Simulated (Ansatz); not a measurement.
For Ta2GaC (P6_3/mmc), PBEsol, DFPT electron-phonon coupling, linearised Boltzmann equation (Ansatz, a quantum-chemistry and plane-wave program) gives a transport coupling λ_tr = 0.410 and a Drude plasma energy ħω_p = 5.64 eV along y (a = (3.09, 0.00, 0.00) Å; b = (-1.55, 2.68, 0.00) Å; c = (0.00, 0.00, 13.50) Å).

Estimate the resistivity at 300 K from the high-temperature formula ρ = 2π λ_tr k_B T / (ħ ε₀ ω_p²), and say how the full Boltzmann solution compares.

The scattering rate is 1/τ = 2π λ_tr k_B T/ħ = 1.01e14 s⁻¹ and ω_p = 8.57e15 s⁻¹, so ρ ≈ 15.6 μΩ·cm. The Boltzmann solution gives 13.8 μΩ·cm, 0.88 times the estimate; it lies lower because k_BT is not large against the phonon energies and the solution lets the distribution adjust.

A metal at this level (no band gap). Only scattering by harmonic phonons is included (no impurities, grain boundaries, electron-electron scattering or thermal expansion). Spin-orbit coupling is left out, which matters with elements this heavy. Halving the electron mesh (32x32x8) moves the resistivity by up to 7 % at 300 K, the coupling by up to 3 %. Smearing 0.20 eV; phonons on a 5x5x1 q mesh, which this run doesn't test.

Computed structure with no diffraction record at hand here (it may be known, metastable or hypothetical): Ta2GaC (P6_3/mmc).
